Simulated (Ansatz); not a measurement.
(Ge)5/(MgSe)3 zinc blende (110) superlattice on MgSe (MgSe held in this type, which need not be the stable form), space group Pmm2.

The geometry comes from a PBE relaxation.

```
CELL_PARAMETERS angstrom
      4.23929     0.00000     0.00000
      0.00000     5.99490     0.00000
      0.00000     0.00000    16.53031
ATOMIC_POSITIONS crystal
  Ge 0.00000 0.00264 0.01005
  Ge 0.50000 0.23677 0.99548
  Ge 0.50000 0.46989 0.12149
  Ge 0.00000 0.71317 0.12206
  Ge 0.00000 0.97680 0.24334
  Ge 0.50000 0.22100 0.24334
  Ge 0.50000 0.46989 0.36519
  Ge 0.00000 0.71317 0.36463
  Ge 0.00000 0.00264 0.47663
  Ge 0.50000 0.23677 0.49121
  Mg 0.50000 0.52627 0.61235
  Se 0.00000 0.78603 0.61245
  Mg 0.00000 0.04266 0.74334
  Se 0.50000 0.29003 0.74334
  Mg 0.50000 0.52627 0.87433
  Se 0.00000 0.78603 0.87424
```

Calculation: HSE06 with spin-orbit coupling (plane waves to 420 eV, PAW; Ansatz, a first-principles code).  Its k-point mesh 4×3×1, Fermi–Dirac width 0.01 eV. HSE06 ran on meshes of its own (4×3×1); its edges and gaps are taken over the mesh and over extra points off it, mostly where PBE has its edges.

Question: List the levels next to the gap at (0.000, 0.000, 0.500) of this cell's own (folded) zone, from the top of the valence band (the table ends after a fixed count of bands, which can cut a degenerate set).

Answer: 
| band | E − E_v (eV) |
|---|---|
| v8 | -0.658 |
| v7 | -0.658 |
| v6 | -0.493 |
| v5 | -0.493 |
| v4 | -0.415 |
| v3 | -0.415 |
| v2 | -0.046 |
| v1 | -0.046 |
| c1 | 0.890 |
| c2 | 0.890 |
| c3 | 1.407 |
| c4 | 1.407 |
| c5 | 1.556 |
| c6 | 1.556 |
| c7 | 1.810 |
| c8 | 1.810 |
